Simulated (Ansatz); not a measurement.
For HfGeS (P4/nmm, No. 129, 6 atoms in the cell; start mp-7918), LDA (Ansatz, a quantum-chemistry and plane-wave program, PAW) gives:

| Item | Result |
|---|---|
| lattice constant a | 3.556 Å |
| c axis length | 7.830 Å |
| bulk modulus B0 | 145 GPa |
| cohesive energy | 6.54 eV/atom |

Task: What does r²SCAN (Ansatz, plane waves, PAW) give for the same quantities?

Result: 
- lattice constant a: 3.620 Å (increases by 1.8 %)
- lattice parameter c: 7.953 Å (rises by 1.6 %)
- bulk modulus: 133 GPa (drops by 8.3 %)
- cohesive energy: 5.58 eV/atom (falls by 0.96 eV/atom)

Changes are worked out from the printed values.

Unless a cell is named, each level is at its own relaxed cell (LDA 16.50, r²SCAN 17.37 Å³/atom).

Levels without +SOC leave out spin–orbit coupling, which shifts energies and cells of such heavy elements.

Caveats: the bulk modulus is −V dP/dV from two relaxed cells at ±2 % in volume (LDA, r²SCAN); the relaxation could not lower the start's symmetry, so the cell can be a saddle point above a distorted one (LDA, r²SCAN). Ansatz's density-functional and Hartree–Fock values are scalar-relativistic unless marked +SOC, with PAW data made under PBE.

A start named mp-… is a Materials Project structure, which need not be a measured phase.
